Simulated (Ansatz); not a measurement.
The parent structure is ZnO in the wurtzite structure (space group P6_3mc, No. 186).

```yaml
crystal:
  lattice:
    - [3.22996, 0.00000, 0.00000]
    - [-1.61498, 2.79723, 0.00000]
    - [0.00000, 0.00000, 5.21438]
  atoms:
    - { symbol: Zn, position: [0.33333, 0.66667, 0.00154] }
    - { symbol: Zn, position: [0.66667, 0.33333, 0.50154] }
    - { symbol: O, position: [0.33333, 0.66667, 0.38046] }
    - { symbol: O, position: [0.66667, 0.33333, 0.88046] }
```

Cartesian axes are those of the cell as printed.

Method: Kohn–Sham DFT with the PBEsol functional, run in Ansatz (a program for electronic structure) with PAW and 420 eV plane waves, no spin-orbit coupling.

The change: uniaxial strain ε_xx = +1.20 %, all other strain components held at zero; the atoms relax in the strained cell.

**Question.** Predict the stress tensor and what it implies for the stiffness.

**Answer.** Stress of the strained cell less that of the base (GPa, compression positive):
```
  -2.40    0.00    0.00
   0.00   -1.43    0.00
   0.00    0.00   -1.27
```

Then −Δσ_ii/ε with ε = 0.0120 gives relaxed-ion elastic constants: C11 ≈ 200 GPa, C12 ≈ 119 GPa and C13 ≈ 105 GPa.

Stability against distortions was not tested.
